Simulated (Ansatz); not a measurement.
BaZrO3 (I4/mcm, No. 140, 10 atoms in the cell; start mp-1019544; a measured phase of this formula has another space group) was calculated with HSE06+SOC (PAW; Ansatz, a first-principles code).

Numerical settings: plane-wave cutoff 460 eV, 6×6×6 k mesh, Fermi–Dirac smearing 0.01 eV, PAW data made under PBE.

Cell (relaxed with PBEsol):

```
BaZrO3
1.0
   -2.94881     2.94881     4.18986
    2.94881    -2.94881     4.18986
    2.94881     2.94881    -4.18986
Ba Zr O
2 2 6
Direct
  0.75000   0.25000   0.50000
  0.25000   0.75000   0.50000
  0.00000   0.00000   0.00000
  0.50000   0.50000   0.00000
  0.75000   0.75000   0.00000
  0.25000   0.25000   0.00000
  0.22638   0.72638   0.95275
  0.77362   0.27362   0.04725
  0.72638   0.77362   0.50000
  0.27362   0.22638   0.50000
```

Give the computed band gap.


- band gap: 4.80 eV (on the SCF k mesh) (direct)

Note: cell and atoms aren't relaxed at this level (largest force component 0.03 eV/Å, pressure 1.4 GPa).

Computing time: roughly 70 core-minutes.

A start named mp-… is a Materials Project structure, which need not be a measured phase.
